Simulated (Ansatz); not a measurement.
How far PBE and r2SCAN part for C, pressure 18 GPa

Consider C in the diamond structure (space group Fd-3m, No. 227; a = 3.5716 Å).

(Cell as relaxed with PBE.)

Levels (all Ansatz, an electronic-structure program, PAW, earlier PAW set): PBE (420 eV, no spin-orbit coupling); r2SCAN (500 eV, without spin-orbit coupling).

Each level relaxes its own structure.

| base | PBE | r2SCAN |
|---|---|---|
| volume per atom | 5.70 Å³ | 5.64 Å³ |
| lattice parameter a | 3.572 Å | 3.560 Å |
| band gap | 4.13 eV | 4.36 eV |

Now apply this change: cell and atoms relaxed at a pressure of 18 GPa.

```csv
quantity,PBE,r2SCAN
mean gap deformation potential ΔEg/Δln V,-2.2 eV,-2.4 eV
shortest interatomic distance,1.527 Å,1.523 Å
```

PBE's shortest interatomic distance lies 0.004 Å above r2SCAN's (0.3 %). Neither level is exact; r2SCAN is the comparison here, not a measurement.

Load acts through the strain it causes; cell and atoms are relaxed under it. Stability against distortions was not tested. Competing high-pressure phases were not computed.
